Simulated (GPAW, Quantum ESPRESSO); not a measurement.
A Quantum ESPRESSO input for a self-consistent single point of Al₂Au (Fm-3m, 3 atoms in the cell) (DFT, PBE, plane waves, PseudoDojo standard norm-conserving (PBE) pseudopotentials):

```fortran
&control
 calculation = 'scf',
 prefix = 'scf',
 outdir = './out',
 pseudo_dir = './',
 tprnfor = .true.,
 tstress = .true.,
/
&system
 ibrav = 0,
 celldm(1) = 8.132791729,
 nat = 3,
 ntyp = 2,
 ecutwfc = 80,
 occupations = 'smearing',
 smearing = 'fermi-dirac',
 degauss = 0.0073499,
/
&electrons
 conv_thr = 1e-10,
 mixing_beta = 0.5,
/
ATOMIC_SPECIES
Al    26.9815  Al.upf
Au   196.9666  Au.upf
ATOMIC_POSITIONS crystal
Al    0.250000000    0.250000000    0.250000000
Al    0.750000000    0.750000000    0.750000000
Au    0.000000000    0.000000000    0.000000000
K_POINTS automatic
9 9 9  0 0 0
CELL_PARAMETERS alat
   0.000000000     0.707106781     0.707106781
   0.707106781     0.000000000     0.707106781
   0.707106781     0.707106781     0.000000000
```

**Question.** Translate this input to GPAW.

**Answer.** One input that does it (others would too):

```python
from ase import Atoms
from ase.units import GPa
from gpaw import GPAW

atoms = Atoms(['Al', 'Al', 'Au'],
              cell=[[0.000000, 3.043167, 3.043167],
                    [3.043167, 0.000000, 3.043167],
                    [3.043167, 3.043167, 0.000000]],
              scaled_positions=[[0.250000, 0.250000, 0.250000],
                                [0.750000, 0.750000, 0.750000],
                                [0.000000, 0.000000, 0.000000]],
              pbc=True)

calc = GPAW(mode={'name': 'pw', 'ecut': 600},
            xc='PBE',
            kpts=(9, 9, 9),
            occupations={'name': 'fermi-dirac', 'width': 0.1},
            nbands=-7,
            convergence={'forces': 0.001},
            symmetry={'symmorphic': False, 'tolerance': 0.0005},
            maxiter=120,
            txt='-')

atoms.calc = calc

energy = atoms.get_potential_energy()
print('Energy (eV):', round(energy, 6))
forces = atoms.get_forces()
print('Forces (eV/Ang):')
print(forces.round(5))
stress = atoms.get_stress()
print('Stress (GPa, Voigt):', (stress / GPa).round(4))
```

Basis, cutoffs, solver keys and any potentials are the target program's own. This input uses DFT PBE, plane waves, GPAW PAW datasets PBE (gpaw-data 1.0.1). Both were run: pressure -1.46 GPa in Quantum ESPRESSO and -0.95 in GPAW.

On Quantum ESPRESSO: the starting cell comes from a database of computed structures (which also holds hypothetical and non-ambient phases and stackings), without a prior relaxation at this level. Its lattice was rescaled by a random factor within 2.5 % of one.

On GPAW: the starting cell comes from a database of computed structures (which also holds hypothetical and non-ambient phases and stackings), without a prior relaxation at this level. Its lattice was rescaled by a random factor within 2.5 % of one.
